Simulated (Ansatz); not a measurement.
**BeCdO₂ (model structure, started from the ScAlN2 type, P3m1, No. 156, 4 atoms in the cell)**

All values below come from PBEsol in Ansatz (plane waves, PAW).

Run with plane-wave cutoff 520 eV, 12×12×8 k mesh (along the axes of the cell as run), Fermi–Dirac smearing 0.01 eV, scalar-relativistic PAW data made under PBE.

Cell (relaxed at this level):

```cif
data_BeCdO2
_chemical_formula_sum 'Cd1 O2 Be1'
_space_group_name_H-M_alt 'P3m1'
_space_group_IT_number 156
_space_group_name_Hall 'P 3 -2"'
_cell_length_a 3.03434
_cell_length_b 3.03434
_cell_length_c 5.43857
_cell_angle_alpha 90.000
_cell_angle_beta 90.000
_cell_angle_gamma 120.000
loop_
_atom_site_label
_atom_site_type_symbol
_atom_site_symmetry_multiplicity
_atom_site_Wyckoff_symbol
_atom_site_fract_x
_atom_site_fract_y
_atom_site_fract_z
_atom_site_occupancy
Cd1 Cd 1 b 0.33333 0.66667 0.02816 1
O1 O 1 b 0.33333 0.66667 0.42063 1
Be1 Be 1 c 0.66667 0.33333 0.51783 1
O2 O 1 c 0.66667 0.33333 0.80337 1
```

```json
{
  "band_gap": "0.77 eV (on the SCF k mesh)",
  "bulk_modulus": "119 GPa"
}
```

Note: the bulk modulus is −V dP/dV from two relaxed cells at ±2 % in volume; the relaxation could raise the start's symmetry but not lower it, so the cell can be a saddle point.

Spin–orbit coupling is not included.

Static lattice: no zero-point or thermal effects.

It cost around 2.8 core-minutes (rough) of CPU time.

A model structure was made by putting elements into a prototype or built by hand; it is no filed structure, need not be a known phase, and can be a saddle point held by its symmetry.

Ansatz is a first-principles code.
